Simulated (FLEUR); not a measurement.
# How far to go with the basis cutoff: Ba (Im-3m, 1 atom in the cell)

```
CELL_PARAMETERS angstrom
     -2.49745     2.49745     2.49745
      2.49745    -2.49745     2.49745
      2.49745     2.49745    -2.49745
ATOMIC_POSITIONS crystal
  Ba 0.00000 0.00000 0.00000
```

Level of theory: PBE, all-electron FLAPW (FLEUR), scalar-relativistic valence in FLEUR.

Base settings: Kmax = 3.8 1/bohr; GmaxXC = 15.2 1/bohr; xcFunctional = pbe; jspins = 1; l_soc = F; mode = hist; fermiSmearingEnergy = 0.00367493 Htr; mesh (inpgen div1-3) = 3 3 3; inpgen gamma flag = false; Gmax = 15.2 1/bohr.

Moved along: Gmax, GmaxXC.

The second cell is the first with its lattice scaled by 0.98.

The mesh stays at the base's, so the ladder's end is converged at best in this setting alone.

Only quantities that move along the ladder and can be compared are tabulated.

The starting cell has typed, rounded lattice constants, without a prior relaxation at this level. Its lattice was rescaled by up to half a per cent. Values depend on the basis (sphere radii, cutoffs, local orbitals), which need not be converged.

```csv
Kmax,free energy less the last step's (meV/atom),energy of the compressed cell less the first (meV/atom)
2.25 1/bohr,712.17,-63.50
2.4 1/bohr,355.77,8.88
2.55 1/bohr,168.86,-11.97
2.69 1/bohr,80.45,-4.60
2.82 1/bohr,44.09,-9.86
2.94 1/bohr,22.23,-5.30
3.18 1/bohr,6.12,-5.37
3.4 1/bohr,1.44,-5.28
3.6 1/bohr,0.50,-5.55
3.8 1/bohr,0.17,-5.54
3.99 1/bohr,0.08,-5.54
4.16 1/bohr,0.05,-5.54
4.42 1/bohr,0.03,-5.54
4.65 1/bohr,0.01,-5.54
5.03 1/bohr,0.00,-5.55
```

Coarsest Kmax that holds the free energy within 1 meV/atom of the last step, with all finer ones: 3.6 1/bohr; the step before is off by 1.4 meV/atom.

Coarsest Kmax that holds the energy of the compressed cell less the first within 0.5 meV/atom of the last step, with all finer ones: 2.94 1/bohr; the step before is off by 4.3 meV/atom.

The energy difference between the two cells stays within 1 meV/atom of the last step's from 2.94 1/bohr on, the total only from 3.6 1/bohr on: much of the error is common to both cells and cancels.
